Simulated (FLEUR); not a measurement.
Worked example: self-consistent single point of Cd2Hg (I4/mmm, 3 atoms in the cell) in FLEUR.

Level of theory: LDA (Perdew-Zunger), all-electron FLAPW (FLEUR), scalar-relativistic valence in FLEUR.

```xyz
3
Lattice="-1.9855 1.9855 4.2407 1.9855 -1.9855 4.2407 1.9855 1.9855 -4.2407" Properties=species:S:1:pos:R:3 pbc="T T T"
Cd     0.0000     0.0000     2.8345
Cd     0.0000     0.0000     5.6468
Hg     0.0000     0.0000     0.0000
```

Reference input (self-consistent single point, DFT, PBEsol, all-electron FLAPW (FLEUR), scalar-relativistic valence): Kmax = 4.1 1/bohr; GmaxXC = 16.4 1/bohr; xcFunctional = PBEs; jspins = 1; l_soc = F; mode = gauss; fermiSmearingEnergy = 0.00999582 Htr; mesh (inpgen div1-3) = 10 10 10; inpgen gamma flag = true; Gmax = 16.4 1/bohr; numbands = 0; maxIterBroyd = 15. This run's input differs from it in these lines:

```diff
@@ -15,3 +15,3 @@
 &comp jspins=1 /
-&exco xctyp='PBEs' /
+&exco xctyp='pz' /
 &kpt div1=10 div2=10 div3=10 gamma=t /
@@ -28,3 +28,3 @@
       <coreElectrons ctail="T" frcor="F" kcrel="0" coretail_lmax="0"/>
-      <xcFunctional name="PBEs" relativisticCorrections="F"/>
+      <xcFunctional name="pz" relativisticCorrections="F"/>
       <magnetism jspins="1"/>
```

Output (repeated stretches shortened):

```
 Iteration:     1   Distance:       9.04974319 me/bohr^3
 Iteration:     2   Distance:       8.27151271 me/bohr^3
 Iteration:     3   Distance:       4.22552147 me/bohr^3
 Iteration:     4   Distance:       0.95066874 me/bohr^3
 Iteration:     5   Distance:       0.70848987 me/bohr^3
   [... 9 lines left out ...]
 Iteration:    15   Distance:       0.00006795 me/bohr^3
 Iteration:    16   Distance:       0.00006094 me/bohr^3
 Iteration:    17   Distance:       0.00002547 me/bohr^3
 Iteration:    18   Distance:       0.00000746 me/bohr^3
 Reset of history
 Run finished successfully
 Stop message:
   Structural relaxation: new displacements generated

[file out, last iteration]
             iter=     19
[...]
          total density-effective poten   -5.3203416103E+04
          total charge density-energy d   -6.6220097336E+02
 Updated energy parameters for spin:           1
[...]
 fermi energy and band-weighting factors:
    0.972171    0.979707

[...]
FERMIE:
          first approx. to ef    (T=0)  :   0.292908 htr   (energy of the highest occ. eigenvalue)
          number of occ. states  (T=0)  :       2748
          first approx. to seigv (T=0)  : -36.202893 htr
          sum of weights of occ. states :  27.003000
          sum of semicore charge        :   0.000000 e
          fermi energy=   0.29292 har   work function=  -7.97069 ev
   [... lines left out ...]
     k-point=   70
     k-point=   71
     k-point=   72
     k-point=   73
     k-point=   74
     k-point=   75
     k-point=   76
     k-point=   77
     k-point=   78
     k-point=   79
     k-point=   80
     k-point=   81
     k-point=   82
     k-point=   83
     k-point=   84
     k-point=   85
     k-point=   86
     k-point=   87
     k-point=   88
     k-point=   89
     k-point=   90
      0.000 0.000 0.000 0.000 0.000 0
```

The run converged in 18 iterations. FLEUR gives forces in its relaxation mode, with a further iteration, so its stop message speaks of a relaxation. Against the reference run the largest force goes from 0.049 to 0.037 eV/Å.

The starting cell comes from a database of computed structures (which also holds hypothetical and non-ambient phases and stackings), without a prior relaxation at this level. Its lattice was rescaled by a random factor within 2.5 % of one. Values depend on the basis (sphere radii, cutoffs, local orbitals), which need not be converged.

Cost on one core of a shared machine: roughly 4 min.
